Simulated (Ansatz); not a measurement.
We consider Ga₂O₃ (model structure, started from the Bi2O3 type, P6₃mc, No. 186, 20 atoms in the cell), described by r²SCAN+rVV10 in Ansatz (PAW).

Settings: plane-wave cutoff 560 eV, 6×6×8 k mesh (along the axes of the cell as run), Fermi–Dirac smearing 0.01 eV, scalar-relativistic PAW data made under PBE.

Cell (relaxed at this level):

```
Ga2O3
1.0
    7.05737     0.00000     0.00000
   -3.52868     6.11186     0.00000
    0.00000     0.00000     4.77647
Ga O
8 12
Direct
  0.33444   0.16722   0.77465
  0.16722   0.33444   0.27465
  0.83278   0.16722   0.77465
  0.66556   0.83278   0.27465
  0.83278   0.66556   0.77465
  0.16722   0.83278   0.27465
  0.33333   0.66667   0.67438
  0.66667   0.33333   0.17438
  0.54663   0.09326   0.92764
  0.45337   0.54663   0.42764
  0.90674   0.45337   0.92764
  0.45337   0.90674   0.42764
  0.54663   0.45337   0.92764
  0.09326   0.54663   0.42764
  0.72311   0.86156   0.88593
  0.86156   0.72311   0.38593
  0.13844   0.86156   0.88593
  0.27689   0.13844   0.38593
  0.13844   0.27689   0.88593
  0.86156   0.13844   0.38593
```

Q: Give the computed band gap.

A: 
- band gap = 0.85 eV (on the SCF k mesh)

Note: the relaxation could raise the start's symmetry but not lower it, so the cell can be a saddle point.

Spin–orbit coupling is not included.

Computed values are for the static lattice.

A model structure was made by putting elements into a prototype or built by hand; it is no filed structure, need not be a known phase, and can be a saddle point held by its symmetry.

Ansatz is a first-principles code.
